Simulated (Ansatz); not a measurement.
## Fermi-surface data of TiSi$_{2}$ under load (space group Fddd)

Given:

```
CELL_PARAMETERS angstrom
      0.00000     4.21704     4.24699
      2.45156     0.00000     4.24699
      2.45156     4.21704     0.00000
ATOMIC_POSITIONS crystal
  Ti 0.50000 0.50000 0.50000
  Ti 0.75000 0.75000 0.75000
  Si 0.83581 0.16419 0.83581
  Si 0.16419 0.83581 0.16419
  Si 0.41419 0.08581 0.41419
  Si 0.08581 0.41419 0.08581
```

Method: PBEsol, rigid bands (plane waves, PAW, scalar-relativistic; Ansatz, an electronic-structure program). Condition of this run: biaxial strain xx = yy = +3 %, z clamped. Cell: cell and atoms relaxed with PBEsol, then loaded as said.

```json
{
 "density of states at the Fermi level": "2.34 states/(eV·cell), both spins",
 "bare Sommerfeld coefficient": "0.92 mJ/(mol of atoms·K²)",
 "drude_plasma_energy": "5.0 (x), 5.0 (y), 4.8 (z) eV",
 "root-mean-square Fermi velocity": "5.9e5 m/s",
 "resistivity times τ": "19.4 (x), 19.2 (y), 21 (z) ×10⁻²² Ω·m·s"
}
```

A metal at this level (no band gap); rigid bands, thermally averaged at 300 K, both spins. Spin-orbit coupling is left out. τ is one relaxation time for all states.
